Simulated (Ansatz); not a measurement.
# Effect of x(Y) = 0.667, 3 atoms, P-3m1 on Nb

Take Nb in the bcc (W type) structure (space group Im-3m, No. 229; a = 3.303 Å) as the base.

The other end (x = 1) is Y in the bcc (W type) structure (space group Im-3m, No. 229; a hypothetical phase, not in the database extracts checked): 33.62 Å³/atom, gap zero; this end may not be an ambient phase.

One thing is altered: Y replaces 66.7 % of the Nb, ordered in a cell of 3 atoms (starting symmetry P-3m1) and fully relaxed.

Computed with r2SCAN in Ansatz (plane waves to 500 eV, PAW, without spin-orbit coupling). Settings: 10×10×15 k-points, 0.05 eV Fermi–Dirac smearing, for the changed cell.

```csv
quantity,base,changed,shift
volume per atom,18.01 Å³,25.44 Å³,+7.424 Å³
density,8.56 g/cm³,5.89 g/cm³,-2.67 g/cm³
space group,Im-3m (No. 229),P6/mmm (No. 191),–
shortest interatomic distance,2.860 Å,3.082 Å,+0.222 Å
band gap,zero,zero,–
mixing energy (to 0.01 eV only: unlike meshes or grids) (against an end that may be hypothetical),–,+0.34 eV/atom,–
```

Final structure:

```xyz
3
Lattice="5.3469 0.0000 0.0000 -2.6734 4.6305 0.0000 0.0000 0.0000 3.0822" Properties=species:S:1:pos:R:3 pbc="T T T"
Y      0.0000     3.0870     1.5411
Y      2.6734     1.5435     1.5411
Nb     0.0000     0.0000     0.0000
```

Each cell is one ordered arrangement of few atoms, which overstates ordering effects compared with a random alloy. Whether these cells are dynamically stable was not tested. The final runs are not spin-polarised. An odd electron count without spin: Y2Nb. Y2Nb and Y have a high density of states at the Fermi level and may be magnetic at this level.

Ansatz is a program for electronic structure.
